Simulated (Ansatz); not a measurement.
# SnGe (model structure, started from the PtS type, P4₂/mmc, No. 131, 4 atoms in the cell): properties by level of theory

| level (code) | equilibrium lattice constant a (Å) | lattice parameter c (Å) |
|---|---|---|
| PBE (Ansatz) | ___ | 7.468 |
| PBEsol (Ansatz) | 3.924 | ___ |
| PBE-D3(BJ) (Ansatz) | ___ | 7.468 |

Task: What belongs in the gaps?

Result: 
- PBE (Ansatz, a quantum-chemistry and plane-wave program), equilibrium lattice constant a (Å): 4.020
- PBEsol (Ansatz), lattice parameter c (Å): 7.383
- PBE-D3(BJ) (Ansatz), equilibrium lattice constant a (Å): 3.929

Ansatz's density-functional and Hartree–Fock values are scalar-relativistic unless marked +SOC, with PAW data made under PBE.

The computed numbers hold no vibrational or temperature effects.

A model structure was made by putting elements into a prototype or built by hand; it is no filed structure, need not be a known phase, and can be a saddle point held by its symmetry.
